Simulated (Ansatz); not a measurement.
Cells marked so need not be the phases stable at ambient conditions, and some may be hypothetical.

The gap is the functional's own, uncorrected, and κ follows it; spin-orbit coupling is left out. Mid-gap values are interpolated between the computed energies.

A. Li₃AlH₆ (R-3, not sure to be the ambient phase, 20 atoms a cell, 8.6 Å³ an atom), along the normal of (001)
B. CaI2 (P-3m1, CdI2 type, not sure to be the ambient phase, 3 atoms a cell, 39.3 Å³ an atom), along the normal of (111)
C. InAg(PS₃)₂ (P-31c, not sure to be the ambient phase, 20 atoms a cell, 21.0 Å³ an atom), along the normal of (001)

Problem. Put the candidates in order of mid-gap decay constant of the slowest evanescent state, lowest first, for r2SCAN (Ansatz, a quantum-chemistry and plane-wave program).

Solution. C (0.22 1/Å), B (0.29 1/Å), A (0.34 1/Å)
